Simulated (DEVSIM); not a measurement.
illuminated Si n-on-p cell, one wavelength, with a back-surface field

System: illuminated Si n-on-p cell, one wavelength, with a back-surface field, at 300 K.

| layer (left to right) | material | thickness (μm) | Nd (cm⁻³) | Na (cm⁻³) | τn (s) | τp (s) | absorption coefficient (cm⁻¹) |
|---|---|---|---|---|---|---|---|
| 1 | Si | 0.350 | 9.6e17 | - | 2.8e-9 | 1.2e-8 | 1800 |
| 2 | Si | 49.0 | - | 6.2e16 | 2.8e-7 | 2.8e-7 | 1800 |
| 3 | Si | 0.130 | - | 2.1e18 | 2.8e-7 | 2.8e-7 | 1800 |

Left contact: ohmic, minority hole recombination velocity 6000 cm/s. Right contact: ohmic, minority electron recombination velocity 400 cm/s. Voltage is applied to the left contact. Recombination: SRH at mid-gap, radiative, Auger. Light enters at the left, 3.3e16 photons cm⁻² s⁻¹, one pass, no reflection. Mobility is μmin + (μ − μmin)/(1 + (N/Nref)^α).

Constants are typed, rounded textbook-type inputs, not results; the design itself was drawn at random and stands for no fabricated device. Values at 300 K.

```
parameter           Si
-------------  -------
gap (eV)         1.124
affinity (eV)     4.05
permittivity      11.7
Nc (cm⁻³)      2.86e19
Nv (cm⁻³)       3.1e19
μn (cm²/Vs)       1417
μp (cm²/Vs)        470
μn,min              52
μp,min              45
Nref,n          9.7e16
Nref,p          2.2e17
αn                0.68
αp                0.72
B (cm³/s)      4.7e-15
Cn (cm⁶/s)     2.8e-31
Cp (cm⁶/s)     9.9e-32
```

Model (solved in DEVSIM): 1D drift-diffusion, Boltzmann statistics, complete ionisation; no tunnelling, impact ionisation, image-force lowering or self-heating.

| Property | Value |
|---|---|
| Potential step across the device at zero bias | 0.967 V |
| Dark forward voltage at 1 A/cm² | 0.690 V |
| Dark forward voltage at 100 A/cm² | 0.863 V |
| Short-circuit current | 4.43 mA/cm² |
| Open-circuit voltage | 0.547 V |
| Fill factor | 0.81 |
| Largest power | 1.95 mW/cm² |
| Share of generated pairs collected at short circuit | 0.837 |

Current under light (generator sign):

```
V (V)  J (mA/cm²)
-----  ----------
0.00         4.43
0.08         4.43
0.16         4.42
0.24         4.42
0.32         4.42
0.40         4.40
0.42         4.37
0.44         4.33
0.46         4.24
0.48         4.05
0.50         3.65
0.52         2.81
0.54         1.02
0.56        -2.83
```

Dark reverse current:

| V (V) | J (A/cm²) |
|---|---|
| 0.04 | 2.3e-9 |
| 0.10 | 4.6e-9 |
| 0.20 | 7.7e-9 |
| 0.30 | 1.0e-8 |
| 0.40 | 1.3e-8 |
| 0.60 | 1.8e-8 |
| 0.80 | 2.2e-8 |
| 1.00 | 2.6e-8 |
| 1.30 | 3.1e-8 |
| 1.60 | 3.6e-8 |
| 2.00 | 4.2e-8 |
